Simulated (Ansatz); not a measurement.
An Ansatz (an electronic-structure program) run: SiC with a change (strain tensor (xx, yy, zz, yz, xz, xy) = (+0.37, −0.58, +1.66, −0.30, −2.12, +1.21) %); Ansatz r2SCAN, spin-orbit coupling left out, earlier PAW set.

Input:

Ansatz 0.2 input:
```yaml
crystal:
  lattice:
    - [3.0891446273, 0.037086971, -0.0652484468]
    - [-1.5124540547, 2.6314127887, 0.0247612472]
    - [-0.2136396018, -0.0297281521, 10.2446235462]
  atoms:
    - { symbol: Si, position: [0, 0, 0.0003002683] }
    - { symbol: Si, position: [0, 0, 0.5003002683] }
    - { symbol: Si, position: [0.6666666667, 0.3333333333, 0.7502448818] }
    - { symbol: Si, position: [0.3333333333, 0.6666666667, 0.2502448818] }
    - { symbol: C, position: [0, 0, 0.8128722222] }
    - { symbol: C, position: [0, 0, 0.3128722222] }
    - { symbol: C, position: [0.6666666667, 0.3333333333, 0.5622126278] }
    - { symbol: C, position: [0.3333333333, 0.6666666667, 0.0622126278] }
basis: { ecutwfc: 500, ecutrho_ratio: 4, xc_grid: 4, fft_grid_basis: typed }
kpoints: { mp_grid: { grid: [12, 12, 4] } }
hamiltonian:
  xc: r2scan
  dispersion: none
  pseudopotentials: { azcp: { folder: ./paw }, kind: paw }
scf: { occupations: { method: fermi_dirac, width: 0.05 }, convergence: { dr2_threshold: 0.0000000008 } }
relax: { f_tol: 0.005, max_steps: 50 }
output: { forces: true, stress: true }
checkpoint: { write: state.ck, write_every: 1000 }
```

Output (explanatory and most iteration lines left out):

```
Relaxation: its limit of steps is 50 (relax.max_steps)
Pseudopotential: Si, paw, valence charge 4
Pseudopotential: C, paw, valence charge 4
Crystal: 8 atoms, lattice volume = 83.814 Å³
Basis set: ecut = 500 eV, 2155 PW (Γ), exchange–correlation on 96×96×300 points (64 copies of the dense FFT grid, shifted against one another)
Bands: 24, of which v1, the nominal top of the filled ones, is band 16 counted from 1 (15 counted from 0)
Symmetry: 1 space group operations
Space group: P1 (ITA 1), of the structure as read, at distance tolerance 4.4e-5 Å
k-points: 292 of 576 (time reversal used)
Functional: x = r2scan, c = r2scan; τ floored in thin density (d = 2e-4 eV/Å³)
SCF iter   1: F=—  HF=-3569.459746 eV  |F-HF|=—  |Δ(HF+E_count)|=         —  Δρ=1.31e-1  dr2=1.78e1  dr2_τ=2.01e0  ethr=3.10e-3  ⟨swp⟩=6.6  Hψ=40577  notcnv=0  defer=4
SCF iter   2: F=—  HF=-3564.988231 eV  |F-HF|=—  |Δ(HF+E_count)|=    4.47e0  Δρ=4.37e-2  dr2=8.18e-1  dr2_τ=4.07e-1  ethr=3.10e-3  ⟨swp⟩=4.3  Hψ=20666  notcnv=0  defer=822
SCF 1 converged in 12 iterations: F = -3565.155605 eV  dr2 = 6.51e-11
relax step   1: F+E_penalty+E_count = -3565.15560507 eV  Δ(F+E_penalty+E_count) = +0.000e0 eV  max|allowed force component| = 4.237e-1 eV/Å  Δτ_max = 0.0000 Å  (12 SCF iters, accepted)
Crystal: 8 atoms, lattice volume = 83.814 Å³
SCF iter   1: F=—  HF=-3565.162655 eV  |F-HF|=—  |Δ(HF+E_count)|=         —  Δρ=1.84e-3  dr2=2.71e-3  dr2_τ=3.33e-3  ethr=8.01e-6  ⟨swp⟩=2.1  Hψ=26287  notcnv=0  defer=829
SCF iter   2: F=—  HF=-3565.162279 eV  |F-HF|=—  |Δ(HF+E_count)|=   3.76e-4  Δρ=7.85e-4  dr2=3.45e-4  dr2_τ=5.99e-6  ethr=8.01e-6  ⟨swp⟩=2.5  Hψ=10802  notcnv=0  defer=829
SCF 2 converged in 9 iterations: F = -3565.162284 eV  dr2 = 1.08e-10
relax step   2: F+E_penalty+E_count = -3565.16228387 eV  Δ(F+E_penalty+E_count) = -6.679e-3 eV  max|allowed force component| = 2.546e-1 eV/Å  Δτ_max = 0.0168 Å  (9 SCF iters, accepted)
Crystal: 8 atoms, lattice volume = 83.814 Å³
SCF iter   1: F=—  HF=-3565.166377 eV  |F-HF|=—  |Δ(HF+E_count)|=         —  Δρ=1.20e-3  dr2=1.14e-3  dr2_τ=1.05e-3  ethr=2.90e-5  ⟨swp⟩=3.3  Hψ=19618  notcnv=0  defer=832
SCF iter   2: F=—  HF=-3565.166167 eV  |F-HF|=—  |Δ(HF+E_count)|=   2.10e-4  Δρ=4.36e-4  dr2=1.26e-4  dr2_τ=1.44e-6  ethr=3.57e-6  ⟨swp⟩=2.3  Hψ=13174  notcnv=0  defer=831
SCF 3 converged in 8 iterations: F = -3565.166157 eV  dr2 = 5.74e-10
relax step   3: F+E_penalty+E_count = -3565.16615669 eV  Δ(F+E_penalty+E_count) = -3.873e-3 eV  max|allowed force component| = 1.575e-2 eV/Å  Δτ_max = 0.0080 Å  (8 SCF iters, accepted)
Crystal: 8 atoms, lattice volume = 83.814 Å³
SCF iter   1: F=—  HF=-3565.166203 eV  |F-HF|=—  |Δ(HF+E_count)|=         —  Δρ=2.06e-4  dr2=4.69e-5  dr2_τ=3.74e-5  ethr=1.09e-6  ⟨swp⟩=2.1  Hψ=16332  notcnv=0  defer=831
SCF iter   2: F=—  HF=-3565.166203 eV  |F-HF|=—  |Δ(HF+E_count)|=   3.74e-7  Δρ=7.63e-5  dr2=2.94e-5  dr2_τ=2.56e-7  ethr=1.46e-7  ⟨swp⟩=2.5  Hψ=12685  notcnv=0  defer=831
SCF 4 converged in 7 iterations: F = -3565.166197 eV  dr2 = 4.14e-10
relax step   4: F+E_penalty+E_count = -3565.16619713 eV  Δ(F+E_penalty+E_count) = -4.044e-5 eV  max|allowed force component| = 5.288e-3 eV/Å  Δτ_max = 0.0014 Å  (7 SCF iters, accepted)
Crystal: 8 atoms, lattice volume = 83.814 Å³
SCF iter   1: F=—  HF=-3565.166199 eV  |F-HF|=—  |Δ(HF+E_count)|=         —  Δρ=3.31e-5  dr2=1.35e-6  dr2_τ=8.52e-7  ethr=5.07e-8  ⟨swp⟩=2.3  Hψ=15635  notcnv=0  defer=831
SCF iter   2: F=—  HF=-3565.166199 eV  |F-HF|=—  |Δ(HF+E_count)|=   4.57e-7  Δρ=2.09e-5  dr2=1.02e-6  dr2_τ=6.59e-9  ethr=4.21e-9  ⟨swp⟩=2.7  Hψ=12606  notcnv=0  defer=831
SCF 5 converged in 7 iterations: F = -3565.166199 eV  dr2 = 1.50e-11
relax step   5: F+E_penalty+E_count = -3565.16619870 eV  Δ(F+E_penalty+E_count) = -1.565e-6 eV  max|allowed force component| = 4.446e-4 eV/Å  Δτ_max = 0.0002 Å  (7 SCF iters, accepted)
Crystal: 8 atoms, lattice volume = 83.814 Å³
SCF iter   1: F=—  HF=-3565.166199 eV  |F-HF|=—  |Δ(HF+E_count)|=         —  Δρ=1.83e-7  dr2=1.50e-11  dr2_τ=1.20e-12  ethr=1.00e-12  ⟨swp⟩=2.5  Hψ=37028  notcnv=0  defer=813
SCF iter   2: F=-3565.166199 eV  HF=-3565.166199 eV  |F-HF|=9.09e-13  |Δ(HF+E_count)|=  7.28e-12  Δρ=1.00e-7  dr2=6.62e-12  dr2_τ=2.21e-13  ethr=1.00e-12  ⟨swp⟩=4.0  Hψ=17821  notcnv=0
SCF 6 converged in 2 iterations: F = -3565.166199 eV  dr2 = 6.62e-12
SCF converged after 2 iterations
Free energy (F): -3565.166199 eV
Internal energy: -3565.166199 eV  (E = F + TS)
E sigma→0 (E₀):  -3565.166199 eV
Fermi energy:    10.602272 eV
--- Forces (eV/Å), atoms counted from 1 ---
  atom   1  Si     0.00003400     0.00001177    -0.00021304
  atom   2  Si    -0.00000355     0.00002171     0.00030708
  atom   3  Si    -0.00000202    -0.00001574     0.00034319
  atom   4  Si    -0.00001945    -0.00001579    -0.00045130
  atom   5  C     -0.00004581     0.00000635    -0.00038823
  atom   6  C      0.00003535    -0.00001261     0.00026788
  atom   7  C     -0.00000892     0.00000585    -0.00031563
  atom   8  C      0.00001651    -0.00000247     0.00039839
--- Stress (GPa, compression-positive) ---
       -2.261456      -5.145979       7.106445
       -5.145979       2.223684       1.175348
        7.106446       1.175348      -8.882709
  P = ⅓ Tr σ = -2.9735 GPa (-29.735 kbar)
--- Relaxed structure (5 steps of the walk, 5 accepted, 0 SCFs on fresh bases) ---
  atoms:
    - { symbol: Si, position: [0.000655423317079706, -0.00013228786625234967, -8.391982422347008e-5] }
    - { symbol: Si, position: [-0.004036430695322495, -9.31027580524952e-5, 0.4998448429394768] }
    - { symbol: Si, position: [0.6616370740782607, 0.33268213577670863, 0.7498248265803652] }
    - { symbol: Si, position: [0.33470234911423724, 0.666871969237957, 0.24996930051979804] }
    - { symbol: C, position: [0.001860128936286412, 0.0005911166609801231, 0.8132325398292484] }
    - { symbol: C, position: [0.000895918788237117, -0.00047751075466912103, 0.31321550524824293] }
    - { symbol: C, position: [0.6626033920558101, 0.33259917203515704, 0.5625177876929996] }
    - { symbol: C, position: [0.3416821444054117, 0.6679585076681714, 0.06273911721409274] }
```

Stability against distortions was not tested. The cell was made from SiC (space group P6_3mc, No. 186) by this change: strain tensor (xx, yy, zz, yz, xz, xy) = (+0.37, −0.58, +1.66, −0.30, −2.12, +1.21) %.
